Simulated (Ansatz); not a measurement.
We consider Ta3N5 (Cmcm, No. 63), described by r²SCAN+SOC in Ansatz (plane waves, PAW).

Numerical settings: plane-wave cutoff 560 eV, 10×10×4 k mesh (along the axes of the cell as run), Fermi–Dirac smearing 0.01 eV, PAW data made under PBE.

Cell (measured lattice):

```
Ta3N5
1.0
    1.94310    -5.10590     0.00000
    1.94310     5.10590     0.00000
    0.00000     0.00000    10.26240
Ta N
6 10
Direct
  0.80290   0.19710   0.75000
  0.19710   0.80290   0.25000
  0.86550   0.13450   0.05910
  0.13450   0.86550   0.94090
  0.13450   0.86550   0.55910
  0.86550   0.13450   0.44090
  0.23680   0.76320   0.75000
  0.76320   0.23680   0.25000
  0.95300   0.04700   0.61950
  0.04700   0.95300   0.38050
  0.04700   0.95300   0.11950
  0.95300   0.04700   0.88050
  0.69140   0.30860   0.57380
  0.30860   0.69140   0.42620
  0.30860   0.69140   0.07380
  0.69140   0.30860   0.92620
```

Problem. Estimate the band gap, smallest direct gap on the k points sampled and Γ–Γ gap that the calculation returns.

Solution. 
- band gap: 1.56 eV (indirect)
- smallest direct gap on the k points sampled: 1.80 eV
- Γ–Γ gap: 1.82 eV

Measured, for comparison: band gap 2.18 eV (temperature not stated, no zero-point or thermal correction, indirect, Tauc analysis with phonon absorption and emission, films; as tabulated in Eichhorn et al. (2021), doi:10.1039/d1ta05282a). Computed (rounded) less measured: band gap -0.62 eV.

Note: cell and atoms aren't relaxed at this level (largest force component 0.24 eV/Å, pressure 0.6 GPa).

Static lattice: no zero-point or thermal effects.

Ansatz is an electronic-structure program.
